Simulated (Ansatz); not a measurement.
## Amorphous Si$_{24}$O$_{47}$H$_{2}$

The cell was made by melting and quenching with the CHGNet potential and then relaxed with DFT. O atoms were pushed apart under 1.9 Å during the dynamics, to hinder bonds among them. The hot cell started wider than the set density and was brought back towards it in steps. It is the lowest in DFT energy of 2 quenches. It is a model cell: composition and starting density were chosen by hand, and all elements were melted together. No dispersion term was used. Cycles of charging and discharging annealed it further.

Methods: PBE, scalar-relativistic without spin-orbit coupling (Ansatz, a quantum-chemistry and plane-wave program); r2SCAN, scalar-relativistic without spin-orbit coupling (Ansatz); HSE06, scalar-relativistic without spin-orbit coupling (Ansatz). Geometry, pressure, stress and energy are those of the PBE run. Its sampling: a 2×2×2 Γ-centred mesh; Fermi-Dirac width 0.02 eV; no spin polarisation. Other functionals are single points at the zone centre (r2SCAN at 500 eV; exact exchange cut at the cell's faces), free to take moments where seeds were set. The usual formal charges leave 4 electrons over, so the level spacing at the Fermi energy parts defect or band states and needn't be the band gap. At PBE the levels at the filled edge of the gap are localised (band-tail or defect states), and the nearest spread-out levels lie 5.3 eV apart at the zone centre.

```json
{
 "number_of_atoms_in_the_cell": "73",
 "Density (held, not predicted)": "2.19 g/cm^3",
 "volume_per_atom": "14.87 Å³",
 "Pressure on a 2×2×2 Γ-centred mesh": "-0.17 GPa",
 "Largest force and stress component on that mesh (the relaxation ran on the zone centre alone)": "0.21 eV/Å and 1.1 GPa",
 "Energy relative to alpha cristobalite + H2 gas + silicon (lowest mix at this level among the phases computed, not always the ambient ones)": "0.177 eV/atom",
 "Level spacing at the Fermi energy on a 2×2×2 Γ-centred mesh (PBE)": "1.52 eV",
 "Level spacing at the Fermi energy at the zone centre (PBE)": "1.67 eV",
 "Level spacing at the Fermi energy at the zone centre (r2SCAN)": "2.05 eV",
 "Level spacing at the Fermi energy at the zone centre (HSE06)": "2.67 eV"
}
```

Cut-offs for bonds: Si-Si 2.60 Å, Si-O 2.02 Å, Si-H 1.70 Å, O-O 1.58 Å, O-H 1.16 Å, H-H 0.90 Å. Two cations that share two anions don't count as bonded, nor two that share one unless they lie closer than Si-Si 2.38 Å.

```
Quantity                                                         Result
---------------------------------  ------------------------------------
Mean coordination of Si by anions            3.92 (2 with 3, 22 with 4)
Mean coordination of O                       2.02 (46 with 2, 1 with 3)
Mean coordination of H                                  1.00 (2 with 1)
Mean Si-O bond                     1.650 Å (spread 0.046 Å, 94 counted)
Bond angle at Si                               mean 109.2°, spread 7.1°
```

Its density started from a set value of 2.19 g/cm³. Cooling (nominally 800 K/ps over its main leg) ran many orders faster than in experiment, which tends to leave more defects and strain. Values belong to this one cell and scatter from quench to quench. The volume was held where the preparation left it and the shape relaxed, at a PBE pressure of -0.2 GPa (tension). Stress components on the final sampling reach 1.1 GPa. On a 2×2×2 Γ-centred mesh force components of up to 0.21 eV/Å stay, since the relaxation ran on the zone centre alone. Cycles of charging lowered its energy after that relaxation.
